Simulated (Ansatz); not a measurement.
BBi (model structure, started from the wurtzite type, P6₃mc, No. 186, 4 atoms in the cell) was calculated with LDA in Ansatz (plane waves, PAW).

Numerical settings: plane-wave cutoff 520 eV, 18×18×10 k mesh (along the axes of the cell as run), Fermi–Dirac smearing 0.05 eV, scalar-relativistic PAW data made under PBE.

Cell (relaxed with PBEsol):

Space group P6₃mc (No. 186); a = 3.8412 Å, b = 3.8412 Å, c = 6.3313 Å, α = 90.00°, β = 90.00°, γ = 120.00°

```tsv
atom	site	symmetry	x	y	z
B	2b	3m.	0.3333	0.6667	0.4999
Bi	2b	3m.	0.3333	0.6667	0.1253
```

### Question
Give the computed band gap.

### Answer

- band gap: 0.15 eV (under three smearing widths, so not firm)

Note: the relaxation could raise the start's symmetry but not lower it, so the cell can be a saddle point; cell and atoms aren't relaxed at this level (pressure -2.0 GPa).

Spin–orbit coupling is not included; it can close the smallest gap of 0.15 eV.

Static lattice: no zero-point or thermal effects.

The result took roughly 30 core-seconds.

A model structure was made by putting elements into a prototype or built by hand; it is no filed structure, need not be a known phase, and can be a saddle point held by its symmetry.

Ansatz is a program for electronic structure.
